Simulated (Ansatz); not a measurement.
An Ansatz (a first-principles code) run: Sn2Rh3S2 with a change (pressure 3 GPa); PBEsol (Ansatz), scalar-relativistic without spin-orbit coupling.

Input:

Ansatz 0.2 input:
```yaml
crystal:
  lattice:
    - [2.8027226191, 1.6181526586, 4.4098182503]
    - [-2.8027226191, 1.6181526586, 4.4098182503]
    - [0, -3.2363053171, 4.4098182503]
  atoms:
    - { symbol: Sn, position: [0, 0, 0] }
    - { symbol: Sn, position: [0.5, 0.5, 0.5] }
    - { symbol: Rh, position: [0, 0, 0.5] }
    - { symbol: Rh, position: [0.5, 0, 0] }
    - { symbol: Rh, position: [0, 0.5, 0] }
    - { symbol: S, position: [0.2892189252, 0.2892189252, 0.2892189252] }
    - { symbol: S, position: [0.7107810748, 0.7107810748, 0.7107810748] }
basis: { ecutwfc: 420, ecutrho_ratio: 4, xc_grid: 2, fft_grid_basis: typed }
kpoints: { mp_grid: { grid: [10, 10, 10] } }
hamiltonian:
  xc: pbesol
  dispersion: none
  pseudopotentials: { kind: paw }
scf: { occupations: { method: fermi_dirac, width: 0.05 } }
relax: { f_tol: 0.01, max_steps: 60, cell: { stress_tol: 0.02, p_target: 3.0 } }
output: { forces: true, stress: true }
checkpoint: { write: state.ck, write_every: 1000 }
```

Output (explanatory and most iteration lines left out):

```
Relaxation: its limit of steps is 60 (relax.max_steps)
Pseudopotential: Sn, paw, valence charge 14
Pseudopotential: Rh, paw, valence charge 17
Pseudopotential: S, paw, valence charge 6
Crystal: 7 atoms, lattice volume = 119.997 Å³
Basis set: ecut = 420 eV, 2349 PW (Γ), exchange–correlation on 80×80×80 points (8 copies of the dense FFT grid, shifted against one another)
Bands: 55, of which v1, the nominal top of the filled ones, is band 46 counted from 1 (45 counted from 0)
Symmetry: 12 space group operations
Space group: R-3m (ITA 166), of the structure as read, at distance tolerance 4.9e-5 Å
k-points: 116 of 1000
Functional: x = pbesol(κ = 0.804, μ = 0.12345679012345678), c = pbesol(β = 0.046)
SCF iter   1: F=—  HF=-32689.528500 eV  |F-HF|=—  |Δ(HF+E_count)|=         —  Δρ=8.47e-3  dr2=9.64e-2  ethr=1.77e-3  ⟨swp⟩=6.8  Hψ=25061  notcnv=0  defer=36
SCF iter   2: F=—  HF=-32689.510941 eV  |F-HF|=—  |Δ(HF+E_count)|=   1.76e-2  Δρ=4.18e-3  dr2=3.06e-2  ethr=1.06e-4  ⟨swp⟩=2.0  Hψ=7968  notcnv=0  defer=179
SCF 1 converged in 8 iterations: F = -32689.502113 eV  dr2 = 9.48e-9
relax step   1: F+E_penalty+E_count = -32689.50211340 eV  Δ(F+E_penalty+E_count) = +0.000e0 eV  max|allowed force component| = 1.890e-3 eV/Å  Δτ_max = 0.0000 Å  P = +1.497 GPa  Ω = 119.997 Å³  (8 SCF iters, dr2 threshold 1.00e-7 eV, accepted)
[... steps on the carried basis left out ...]
relax step   5: F+E_penalty+E_count = -32689.48364129 eV  Δ(F+E_penalty+E_count) = +6.334e-4 eV  max|allowed force component| = 3.130e-3 eV/Å  Δτ_max = 0.0000 Å  P = +2.995 GPa  Ω = 118.677 Å³  stress off target by 1.75e-2 GPa  SCF on the basis re-selected at this cell (its energy is not comparable with the rows above)  (9 SCF iters)
SCF converged after 9 iterations
Free energy (F): -32689.483641 eV
Internal energy: -32689.448682 eV  (E = F + TS)
E sigma→0 (E₀):  -32689.466162 eV
Entropy (-TS):   -0.034959 eV (-4.994 meV/atom)
Fermi energy:    15.518920 eV
--- Forces (eV/Å), atoms counted from 1 ---
  atom   1  Sn     0.00000000    -0.00000000     0.00000000
  atom   2  Sn    -0.00000000     0.00000000     0.00000000
  atom   3  Rh    -0.00000000     0.00000000    -0.00000000
  atom   4  Rh    -0.00000000     0.00000000     0.00000000
  atom   5  Rh    -0.00000000     0.00000000    -0.00000000
  atom   6  S      0.00000000    -0.00000000    -0.00312996
  atom   7  S      0.00000000     0.00000000     0.00312996
--- Stress (GPa, compression-positive) ---
        3.001103       0.000000       0.000000
        0.000000       3.001103      -0.000000
        0.000000      -0.000000       2.982474
  P = ⅓ Tr σ = 2.9949 GPa (29.949 kbar)
--- Relaxed structure (4 steps of the walk, 3 accepted, 1 SCFs on fresh bases) ---
  cell:  # Å, volume = 118.6766 Å³
    - [2.7917581852926237, 1.6118223398076503, 4.395607309674902]
    - [-2.7917581852926237, 1.6118223398076503, 4.395607309674902]
    - [4.439904942341957e-33, -3.223644679565462, 4.395607309693177]
  atoms:
    - { symbol: Sn, position: [-1.8768850487514602e-20, -1.8768850487514608e-20, -1.8768850487804584e-20] }
    - { symbol: Sn, position: [0.4999999999999999, 0.4999999999999999, 0.49999999999999994] }
    - { symbol: Rh, position: [-2.7755575615628914e-17, -2.7755575615628914e-17, 0.5] }
    - { symbol: Rh, position: [0.5, -2.7755575615628914e-17, 2.7755575615628914e-17] }
    - { symbol: Rh, position: [-2.7755575615628914e-17, 0.5, 2.7755575615628914e-17] }
    - { symbol: S, position: [0.28981732904656193, 0.28981732904656193, 0.289817329046562] }
    - { symbol: S, position: [0.7101826709534379, 0.7101826709534379, 0.710182670953438] }
```

Load acts through the strain it causes; cell and atoms are relaxed under it. Whether these cells are dynamically stable was not tested. The final runs are not spin-polarised. The cell was made from Sn2Rh3S2 (space group R-3m, No. 166; a cell from a computed database, its experimental status unchecked) by this change: pressure 3 GPa.
